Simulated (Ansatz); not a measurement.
Consider V3Si in the A15 (Cr3Si type) structure (space group Pm-3n, No. 223).

```
CELL_PARAMETERS angstrom
      4.64987     0.00000     0.00000
      0.00000     4.64987     0.00000
      0.00000     0.00000     4.64987
ATOMIC_POSITIONS crystal
  V  0.25000 0.00000 0.50000
  V  0.75000 0.00000 0.50000
  V  0.00000 0.50000 0.25000
  V  0.00000 0.50000 0.75000
  V  0.50000 0.25000 0.00000
  V  0.50000 0.75000 0.00000
  Si 0.00000 0.00000 0.00000
  Si 0.50000 0.50000 0.50000
```

All numbers come from PBEsol (Ansatz, a quantum-chemistry and plane-wave program, PAW, no SOC), earlier PAW set.

One change was made to it. Results:

```
quantity                             base       after
-----------------------------  ----------  ----------
density                        5.98 g/cm³  6.57 g/cm³
shortest interatomic distance    232.5 pm    226.9 pm
```

### Question
Name the change that was made.
(A) V → Be
(B) Si → As
(C) Si → S

### Answer
C, Si → S. For comparison, the density in the other runs: V → Be gives 2.35 g/cm³; Si → As gives 7.42 g/cm³.

Whether these cells are dynamically stable was not tested. As relaxed here, V3S and Be3Si are hypothetical phases, not in the database extracts checked. For V3As in this form, whether it has been made was not checked. Seeded moments were not kept for Si → S, the base and Si → As. The final runs are not spin-polarised.
